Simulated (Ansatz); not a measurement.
Here is the system:

```yaml
crystal:
  lattice:
    - [0.00000, 3.34126, 3.34126]
    - [3.34126, 0.00000, 3.34126]
    - [3.34126, 3.34126, 0.00000]
  atoms:
    - { symbol: Cd, position: [0.00000, 0.00000, 0.00000] }
    - { symbol: Te, position: [0.25000, 0.25000, 0.25000] }
```

All values below come from r2SCAN with spin-orbit coupling, rigid bands (plane waves, PAW; Ansatz, a quantum-chemistry and plane-wave program). Condition of this run: hydrostatic pressure -2 GPa (the target of the relaxation). Cell: cell and atoms relaxed with r2SCAN, then loaded as said.

**Question.** What conductivity effective mass do dilute electrons have at 300 K?

**Answer.** 0.085 mₑ.

**Question.** Predict the hole conductivity mass (n e² τ/σ) at 300 K, by direction if it differs.

**Answer.** 0.63 mₑ.

**Question.** And the band gap?

**Answer.** 0.73 eV at this level; semilocal functionals usually fall short of the measured gap.

Rigid bands, one relaxation time for all states, no polarons.
